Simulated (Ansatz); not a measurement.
# Nb, response to strain

Base system: Nb in the bcc (W type) structure (space group Im-3m, No. 229; a = 3.3115 Å; relaxed with 0.1 eV smearing).

Strains are applied to the cell and any free atomic positions relax.

Calculations: DFT with PBE, PAW potentials and a 420 eV plane-wave cutoff in Ansatz (an electronic-structure program), scalar-relativistic without spin-orbit coupling.

Candidates:
(a) isotropic strain −1.00 %
(b) isotropic strain +2.00 %
(c) isotropic strain +0.50 %
(d) isotropic strain −3.00 %
(e) isotropic strain +3.00 %

Notes on the quantities. energy relative to the base: free energy F.

Problem. Order them by energy relative to the base, highest first.

Solution. (d) isotropic strain −3.00 % (+84 meV/atom), (e) isotropic strain +3.00 % (+72 meV/atom), (b) isotropic strain +2.00 % (+33 meV/atom), (a) isotropic strain −1.00 % (+8.8 meV/atom), (c) isotropic strain +0.50 % (+2.1 meV/atom)

Whether these cells are dynamically stable was not tested. The final runs are not spin-polarised.
